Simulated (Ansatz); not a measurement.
System: cubic perovskite BaHfO₃. Method: HSE06 in Ansatz (PAW).

Numerical settings: plane-wave cutoff 500 eV, 6×6×6 k mesh, gaussian smearing 0.02 eV, scalar-relativistic PAW data made under PBE.

Computed at the level's own relaxed cell.

Task: Estimate the volume per atom, lattice parameter a and band gap that the calculation returns.

Result: 
- volume per atom: 14.55 Å³/atom
- lattice parameter a: 4.175 Å
- band gap: 5.18 eV (on the SCF k mesh)

Measured, for comparison: equilibrium volume per atom 14.51 Å³/atom (room temperature, not corrected to a static lattice; as tabulated in Zhao et al. (2008), arXiv:0809.3506); lattice constant a 4.171 Å (room temperature, not corrected to a static lattice, our sources range from 4.171 to 4.180; as tabulated in Zhao et al. (2008), arXiv:0809.3506). Computed (rounded) less measured: equilibrium volume per atom +0.3 %, lattice constant a +0.1 % (inside the range of the sources held).

Spin–orbit coupling is not included.

The computed numbers hold no vibrational or temperature effects.

Ansatz is a quantum-chemistry and plane-wave program.
